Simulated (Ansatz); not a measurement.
The slab is monolayer graphene, 5x5 cell, one far atom fixed; cell 12.3 x 12.3 Å at 60°; in-plane lattice constant set by hand. These are PBE-D3(BJ) (plane waves to 420 eV, PAW; Ansatz, an electronic-structure program) values and carry that method's errors. k mesh 3 x 3 x 1. The slab states were run without spin polarisation. Cell and mesh are as stated and are not converged limits. Electronic energies at 0 K: ends relaxed, saddle points by climbing-image NEB or a search from the band's top, no zero-point energy. A partial Hessian shows a single imaginary mode at the top, within the atoms moved. The ends were relaxed from one prepared geometry each.

Elementary step: TMG dissociates at its Ga-C bond, Ga on C and C on C (ending with C(24)-C(a1), C(25)-Ga(a0)).

Start:

```
atom     x (Å)  y (Å)  z (Å)
------  ------  -----  -----
C(14)    4.943  4.249  0.994
C(15)    6.176  4.960  0.983
C(16)    6.176  6.384  0.987
C(17)    7.409  7.097  0.985
C(22)    6.176  2.113  0.998
C(23)    7.409  2.825  0.988
C(24)    7.408  4.248  0.982
C(25)    8.642  4.961  0.983
C(26)    8.642  6.386  0.982
C(27)    9.875  7.097  0.987
C(32)    8.643  2.113  0.991
C(33)    9.876  2.825  0.985
C(34)    9.876  4.248  0.982
C(35)   11.109  4.961  0.989
Ga(a0)   8.508  5.052  4.335
C(a1)    6.679  4.299  4.399
H(a2)    5.935  4.985  3.976
H(a3)    6.613  3.334  3.880
H(a4)    6.408  4.125  5.452
C(a5)   10.074  3.845  4.416
H(a6)    9.864  2.864  3.972
H(a7)   10.953  4.280  3.923
H(a8)   10.337  3.682  5.473
C(a9)    8.772  7.011  4.415
H(a10)   9.720  7.319  3.958
H(a11)   7.949  7.557  3.935
H(a12)   8.799  7.319  5.473
```

End:

```
atom     x (Å)  y (Å)  z (Å)
------  ------  -----  -----
C(14)    4.944  4.257  1.145
C(15)    6.149  4.974  1.298
C(16)    6.169  6.371  1.178
C(17)    7.414  7.100  1.175
C(22)    6.183  2.110  1.153
C(23)    7.406  2.795  1.308
C(24)    7.363  4.225  1.825
C(25)    8.693  4.988  1.592
C(26)    8.640  6.398  1.226
C(27)    9.866  7.100  1.051
C(32)    8.626  2.114  1.177
C(33)    9.880  2.827  1.161
C(34)    9.885  4.239  1.213
C(35)   11.108  4.952  1.051
Ga(a0)   9.599  5.384  3.617
C(a1)    7.115  4.104  3.362
H(a2)    7.054  5.110  3.809
H(a3)    6.168  3.593  3.584
H(a4)    7.919  3.510  3.828
C(a5)   10.708  3.936  4.350
H(a6)   10.455  2.968  3.904
H(a7)   11.761  4.151  4.126
H(a8)   10.583  3.892  5.439
C(a9)    9.236  7.180  4.328
H(a10)  10.085  7.833  4.088
H(a11)   8.333  7.610  3.879
H(a12)   9.128  7.129  5.419
```

Q: Give the geometry at the top of the path.

A: 
```csv
atom,x (Å),y (Å),z (Å)
C(14),4.95,4.26,1.11
C(15),6.16,4.97,1.24
C(16),6.17,6.38,1.13
C(17),7.41,7.10,1.14
C(22),6.18,2.11,1.14
C(23),7.41,2.80,1.27
C(24),7.37,4.23,1.67
C(25),8.66,4.97,1.40
C(26),8.64,6.39,1.18
C(27),9.87,7.10,1.04
C(32),8.63,2.11,1.15
C(33),9.88,2.82,1.13
C(34),9.88,4.24,1.16
C(35),11.11,4.96,1.03
Ga(a0),9.02,5.03,3.64
C(a1),6.91,4.09,3.53
H(a2),6.49,5.02,3.95
H(a3),6.06,3.45,3.29
H(a4),7.45,3.50,4.29
C(a5),10.19,3.58,4.27
H(a6),9.85,2.61,3.91
H(a7),11.22,3.75,3.92
H(a8),10.19,3.58,5.37
C(a9),8.66,6.82,4.34
H(a10),9.50,7.48,4.11
H(a11),7.75,7.24,3.90
H(a12),8.54,6.76,5.43
```
It lies 2.83 eV over the start.

Here TMG is trimethylgallium.
